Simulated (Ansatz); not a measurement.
**Pressure series in BP**

The parent structure is BP in the zinc blende structure (space group F-43m, No. 216).

```cif
data_BP
_chemical_formula_sum 'P1 B1'
_space_group_name_H-M_alt 'P 1'
_space_group_IT_number 1
_cell_length_a 3.21612
_cell_length_b 3.21612
_cell_length_c 3.21612
_cell_angle_alpha 60.000
_cell_angle_beta 60.000
_cell_angle_gamma 60.000
loop_
_space_group_symop_operation_xyz
  'x, y, z'
loop_
_atom_site_label
_atom_site_type_symbol
_atom_site_fract_x
_atom_site_fract_y
_atom_site_fract_z
_atom_site_occupancy
P1 P 0.75000 0.75000 0.75000 1
B1 B 0.00000 0.00000 0.00000 1
```

Cell and atoms are relaxed at each pressure.

The values are results of DFT with PBE, PAW potentials and a 420 eV plane-wave cutoff in Ansatz (a quantum-chemistry and plane-wave program), no spin-orbit coupling, earlier PAW set, not measurements.

Notes on the quantities. enthalpy: H = E + PV relative to the base's energy.

```json
[
 {"variant": "base", "enthalpy": "–", "band gap": "1.25 eV", "density": "2.95 g/cm³"},
 {"variant": "pressure −2 GPa", "enthalpy": "-0.15 eV/atom", "band gap": "1.27 eV", "density": "2.91 g/cm³"},
 {"variant": "pressure −1 GPa", "enthalpy": "-0.07 eV/atom", "band gap": "1.26 eV", "density": "2.93 g/cm³"},
 {"variant": "pressure 3 GPa", "enthalpy": "+0.22 eV/atom", "band gap": "1.22 eV", "density": "3.00 g/cm³"},
 {"variant": "pressure 7 GPa", "enthalpy": "+0.50 eV/atom", "band gap": "…", "density": "3.07 g/cm³"},
 {"variant": "pressure 15 GPa", "enthalpy": "+1.06 eV/atom", "band gap": "1.13 eV", "density": "3.19 g/cm³"},
 {"variant": "pressure 30 GPa", "enthalpy": "+2.04 eV/atom", "band gap": "1.03 eV", "density": "3.40 g/cm³"},
 {"variant": "pressure 50 GPa", "enthalpy": "+3.27 eV/atom", "band gap": "0.90 eV", "density": "3.64 g/cm³"},
 {"variant": "pressure 75 GPa", "enthalpy": "+4.71 eV/atom", "band gap": "0.75 eV", "density": "3.89 g/cm³"},
 {"variant": "pressure 100 GPa", "enthalpy": "+6.06 eV/atom", "band gap": "…", "density": "4.12 g/cm³"}
]
```

Problem. Complete the table.

Solution. 
- pressure 7 GPa, band gap: 1.19 eV
- pressure 100 GPa, band gap: 0.62 eV

Load acts through the strain it causes; cell and atoms are relaxed under it. Stability against distortions was not tested. Competing high-pressure phases were not computed.
